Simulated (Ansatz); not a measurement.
Rh: response to strain

Take Rh in the fcc (Cu type) structure (space group Fm-3m, No. 225; a = 3.7551 Å; relaxed with 0.1 eV smearing) as the base.

Strains are applied to the cell and any free atomic positions relax.

All numbers come from plane-wave PAW DFT at the LDA level (Ansatz, an electronic-structure program, 420 eV), spin-orbit coupling left out.

Notes on the quantities. energy relative to the base: free energy F.

```json
[
 {"change": "base", "pressure": "0.0 GPa", "energy relative to the base": "0 meV/atom", "shortest interatomic distance": "265.5 pm"},
 {"change": "isotropic strain −3.00 %", "pressure": "36.3 GPa", "energy relative to the base": "+119 meV/atom", "shortest interatomic distance": "257.6 pm"},
 {"change": "isotropic strain −2.00 %", "pressure": "22.3 GPa", "energy relative to the base": "+51 meV/atom", "shortest interatomic distance": "260.2 pm"},
 {"change": "isotropic strain −1.50 %", "pressure": "16.0 GPa", "energy relative to the base": "+28 meV/atom", "shortest interatomic distance": "261.5 pm"},
 {"change": "isotropic strain −1.00 %", "pressure": "10.3 GPa", "energy relative to the base": "+12 meV/atom", "shortest interatomic distance": "262.9 pm"},
 {"change": "isotropic strain +0.50 %", "pressure": "-4.5 GPa", "energy relative to the base": "+2.9 meV/atom", "shortest interatomic distance": "266.9 pm"},
 {"change": "isotropic strain +1.50 %", "pressure": "-12.6 GPa", "energy relative to the base": "+25 meV/atom", "shortest interatomic distance": "269.5 pm"},
 {"change": "isotropic strain +2.00 %", "pressure": "-16.1 GPa", "energy relative to the base": "+43 meV/atom", "shortest interatomic distance": "270.8 pm"},
 {"change": "isotropic strain +2.50 %", "pressure": "-19.3 GPa", "energy relative to the base": "+66 meV/atom", "shortest interatomic distance": "272.2 pm"},
 {"change": "isotropic strain +3.00 %", "pressure": "-22.3 GPa", "energy relative to the base": "+93 meV/atom", "shortest interatomic distance": "273.5 pm"}
]
```

No phonon test of stability was made. All final runs are without spin polarisation. Rh lies near a magnetic instability that expansion can trigger; it was not tested.
